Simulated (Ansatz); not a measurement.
An Ansatz (a first-principles code) input (Ansatz PBE, spin-orbit coupling left out):

Ansatz 0.2 input:
```yaml
crystal:
  lattice:
    - [2.9569636809, 0, 0]
    - [1.4784818405, 2.5608056657, 0]
    - [1.4784818405, -0.8536018886, 2.5723342369]
  atoms:
    - { symbol: F, position: [0.5, 0.75, 0.25] }
    - { symbol: Li, position: [0, 0, 0] }
basis: { ecutwfc: 420, ecutrho_ratio: 4, xc_grid: 2, fft_grid_basis: typed }
kpoints: { mp_grid: { grid: [13, 13, 13] } }
hamiltonian:
  xc: pbe
  dispersion: none
  pseudopotentials: { kind: paw }
scf: { occupations: { method: fermi_dirac, width: 0.05 } }
relax: { f_tol: 0.005, max_steps: 50, cell: { stress_tol: 0.01, fix: [a, b, gamma] } }
output: { forces: true, stress: true }
checkpoint: { write: state.ck, write_every: 1000 }
```

**Question.** Which symmetry and how many k-points will the program report, and about how many plane waves at Γ?

**Answer.** Space group R3m (ITA 160) with 6 operations, k-points 231 of 2197, and 369 plane waves at Γ.

**Question.** And the final pressure?

**Answer.** 3.54 GPa (compression positive).

The cells carry an imposed strain or load. No phonon test of stability was made. The cell was made from LiF in the zinc blende structure (space group F-43m, No. 216; a hypothetical phase, not in the database extracts checked) by this change: biaxial strain −4.18 %, plane normal [111], relaxed out of plane.
